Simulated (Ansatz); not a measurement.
Input:

```yaml
crystal:
  lattice:
    - [2.67278, 1.54313, 4.81165]
    - [-2.67278, 1.54313, 4.81165]
    - [0.00000, -3.08627, 4.81165]
  atoms:
    - { symbol: Li, position: [0.28676, 0.28676, 0.28676] }
    - { symbol: Li, position: [0.78676, 0.78676, 0.78676] }
    - { symbol: Nb, position: [0.99987, 0.99987, 0.99987] }
    - { symbol: Nb, position: [0.49987, 0.49987, 0.49987] }
    - { symbol: O, position: [0.12536, 0.33426, 0.72085] }
    - { symbol: O, position: [0.72085, 0.12536, 0.33426] }
    - { symbol: O, position: [0.33426, 0.72085, 0.12536] }
    - { symbol: O, position: [0.22085, 0.83426, 0.62536] }
    - { symbol: O, position: [0.83426, 0.62536, 0.22085] }
    - { symbol: O, position: [0.62536, 0.22085, 0.83426] }
```

No spin polarisation.

All numbers come from PBE (Ansatz, a first-principles code, PAW, no spin-orbit coupling). Γ-centred 8×8×8 mesh, Fermi–Dirac width 0.05 eV.

Predict the band gap, gap character and width of the top valence band.


- Band gap = 3.52 eV
- Gap character = indirect, Γ → F–Γ (71 % along)
- Width of the top valence band = 0.41 eV

The cells carry an imposed strain or load. No phonon test of stability was made. The cell was made from LiNbO3 (space group R3c, No. 161) by this change: isotropic strain +3.00 %.
